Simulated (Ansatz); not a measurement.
**Cu: response to strain**

Base system: Cu in the fcc (Cu type) structure (space group Fm-3m, No. 225; relaxed with 0.1 eV smearing).

```yaml
crystal:
  lattice:
    - [0.00000, 1.78189, 1.78189]
    - [1.78189, 0.00000, 1.78189]
    - [1.78189, 1.78189, 0.00000]
  atoms:
    - { symbol: Cu, position: [0.00000, 0.00000, 0.00000] }
```

Cartesian axes are those of the cell as printed.

Strains are applied to the cell and any free atomic positions relax; under biaxial strain the out-of-plane vector relaxes too.

Method: Kohn–Sham DFT with the PBEsol functional, run in Ansatz (an electronic-structure program) with PAW and 420 eV plane waves, spin-orbit coupling left out.

| biaxial strain, plane normal [001], relaxed out of plane (%) | out-of-plane strain (%) |
|---|---|
| 0 | 0.00 |
| 0.5 | ? |
| 1 | -1.43 |
| 1.5 | -2.16 |
| 2 | -2.91 |
| 2.5 | -3.67 |
| 3 | -4.44 |

Fit ε⊥ = −νε + γε² (strains in %) to the rows shown and predict the withheld row.

Least squares on the printed values gives ν = 1.40 (the biaxial Poisson response) and γ = -0.026 (largest residual 0.00 %); this predicts -0.71 %, and the run gives -0.71 %, in agreement.

No phonon test of stability was made. All final runs are without spin polarisation.
